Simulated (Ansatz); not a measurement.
Mo, pressure series

Consider Mo in the bcc (W type) structure (space group Im-3m, No. 229; a = 3.151 Å).

Cell and atoms are relaxed at each pressure.

Computed with r2SCAN, PAW, 500 eV (Ansatz, a program for electronic structure; no SOC).

Notes on the quantities. enthalpy: H = E + PV relative to the base's energy.

| change | density | shortest interatomic distance | enthalpy |
|---|---|---|---|
| base | 10.19 g/cm³ | 2.729 Å | – |
| pressure −2 GPa | 10.11 g/cm³ | 2.735 Å | -0.20 eV/atom |
| pressure −1 GPa | 10.15 g/cm³ | 2.732 Å | -0.10 eV/atom |
| pressure 0.9 GPa | 10.22 g/cm³ | 2.726 Å | +0.09 eV/atom |
| pressure 2.1 GPa | 10.27 g/cm³ | 2.722 Å | +0.20 eV/atom |
| pressure 4.5 GPa | [?] | [?] | +0.44 eV/atom |
| pressure 9 GPa | 10.51 g/cm³ | 2.700 Å | +0.86 eV/atom |
| pressure 15 GPa | 10.71 g/cm³ | 2.684 Å | +1.43 eV/atom |
| pressure 22.5 GPa | 10.94 g/cm³ | 2.664 Å | +2.12 eV/atom |
| pressure 30 GPa | 11.16 g/cm³ | 2.647 Å | +2.79 eV/atom |

What belongs in the blanks?


- pressure 4.5 GPa, density: 10.35 g/cm³
- pressure 4.5 GPa, shortest interatomic distance: 2.714 Å

Load acts through the strain it causes; cell and atoms are relaxed under it. Stability against distortions was not tested. Competing high-pressure phases were not computed. The final runs are not spin-polarised.
